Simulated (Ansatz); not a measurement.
Amorphous Si₃₀N₄₀O, 71 atoms at 2.94 g/cm³, one PBE-relaxed geometry, zone centre. Methods: PBE, scalar-relativistic without spin-orbit coupling (Ansatz, a program for electronic structure); r2SCAN, scalar-relativistic without spin-orbit coupling (Ansatz); HSE06, scalar-relativistic without spin-orbit coupling (Ansatz). Plane waves to 420 eV (r2SCAN 500 eV); exact exchange is cut at the cell's faces. The usual formal charges leave 2 holes over, so the level spacing at the Fermi energy parts defect or band states and needn't be the band gap. At PBE the levels at the filled edge of the gap are localised (band-tail or defect states), and the nearest spread-out levels lie 3.1 eV apart at the zone centre. The higher rungs were started with moments on some atoms, which died out.

The cell was made by melting and quenching with the CHGNet potential and then relaxed with DFT. O and N atoms were pushed apart under 1.9 Å during the dynamics, to hinder bonds among them. The hot cell started wider than the set density and was brought back towards it in steps. It is the lowest in DFT energy of 2 quenches. It is a model cell: composition and starting density were chosen by hand, and all elements were melted together. No dispersion term was used. Its density started from a set value of 2.94 and ended at 2.94 g/cm³. The simulated quench (nominally 380 K/ps over its main leg) is rapid and tends to freeze in more defects than a deposited or slowly cooled glass has. A cell of this size samples the disorder only roughly. The volume was held where the preparation left it, at a PBE pressure of 2.8 GPa. Stress components on the final sampling reach 4.8 GPa.

The relaxation ran on the zone centre alone. At PBE the level spacing at the Fermi energy is 2.47 eV on a 2×2×2 Γ-centred mesh, and the spacing at the zone centre alone 2.51 eV.

Q: What zone-centre spacing does r2SCAN give, roughly?

A: 2.95 eV (+0.44 eV against PBE).

Q: What zone-centre spacing does HSE06 give, roughly?

A: 3.86 eV (+1.34 eV against PBE).

The highest filled and the lowest empty state spread over these numbers of atoms (participation numbers): PBE: 9.8 and 38.6; r2SCAN: 9.4 and 39.7; HSE06: 9.2 and 38.3.
